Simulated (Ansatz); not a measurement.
The parent structure is WSe₂ in the 2H-MoS2 type structure (space group P6_3/mmc, No. 194; a = 3.2791 Å, c = 12.7861 Å; layered, stacked along the Cartesian z axis). Axes: x lies along a and z along c of the hexagonal cell.

Calculations: PBE-D3(BJ) (Ansatz, a first-principles code), no spin-orbit coupling.

Before the change:

| Property | Value |
|---|---|
| Gap character | indirect, Γ → K–Γ (47 % along) |
| Hole mass | 1.3 mₑ along c, 0.70 mₑ across (at Γ) |

One thing is altered: biaxial strain +0.92 %, plane normal [001], relaxed out of plane (Cartesian); in-plane vectors clamped, the third vector and the atoms free.

Problem. How does this affect the in-plane stress?

Solution. The mean in-plane stress (compression positive) amounts to -2.1 GPa.

Problem. Estimate the effect on the gap character.

Solution. The gap character is still indirect, Γ → K–Γ (47 % along).

Problem. What does the calculation give for the out-of-plane strain after the change?

Solution. The out-of-plane strain comes out as -0.35 %.

Problem. Predict the new hole mass.

Solution. The hole mass becomes 1.5 mₑ out of plane, 0.64 mₑ in plane (at Γ) (base: 1.3 mₑ along c, 0.70 mₑ across (at Γ)).

With W present, leaving out spin-orbit coupling can change the band edges. Effective masses come from finite differences of ±0.01 Å⁻¹. No phonon test of stability was made.
